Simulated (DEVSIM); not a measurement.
Device: Schottky contact on n-type Si, at 350 K.

Layer 1 from the left is Si, thickness (μm) 1.10, Nd (cm⁻³) 2e15, τn (s) 4.2e-6, τp (s) 4.2e-6. Layer 2 from the left is Si, thickness (μm) 2.40, Nd (cm⁻³) 7.6e17, τn (s) 4.2e-6, τp (s) 4.2e-6.

Left contact: Schottky, work function 4.77 eV, emission velocity 2.6e6 cm/s. Right contact: ohmic. Voltage is applied to the left contact. Recombination: SRH at mid-gap, radiative. Mobility is μmin + (μ − μmin)/(1 + (N/Nref)^α).

Constants are typed, rounded textbook-type inputs, not results; the design itself was drawn at random and stands for no fabricated device. Values at 300 K; Nc and Nv go as T^1.5, mobilities as T to minus their exponent, the gap by Varshni's rule with the affinity fixed.

Si: gap (eV) 1.124, affinity (eV) 4.05, permittivity 11.7, Nc (cm⁻³) 2.86e19, Nv (cm⁻³) 3.1e19, μn (cm²/Vs) 1417, μp (cm²/Vs) 470, μn,min 52, μp,min 45, Nref,n 9.7e16, Nref,p 2.2e17, αn 0.68, αp 0.72, T exponent of μn 2.3, T exponent of μp 2.2, B (cm³/s) 4.7e-15, Varshni α (eV/K) 0.000473, Varshni β (K) 636.

Simulated with DEVSIM: 1D drift-diffusion, Boltzmann statistics, complete ionisation; no tunnelling, impact ionisation, image-force lowering or self-heating. Metal contacts follow the ideal Schottky-Mott rule: no Fermi-level pinning, no interface dipoles.

### Question
What does the simulation give for the potential step across the device at zero bias, the dark forward voltage at 100 A/cm², the dark forward voltage at 1 A/cm²?

### Answer
potential step across the device at zero bias 0.604 V; dark forward voltage at 100 A/cm² 0.407 V; dark forward voltage at 1 A/cm² 0.230 V.
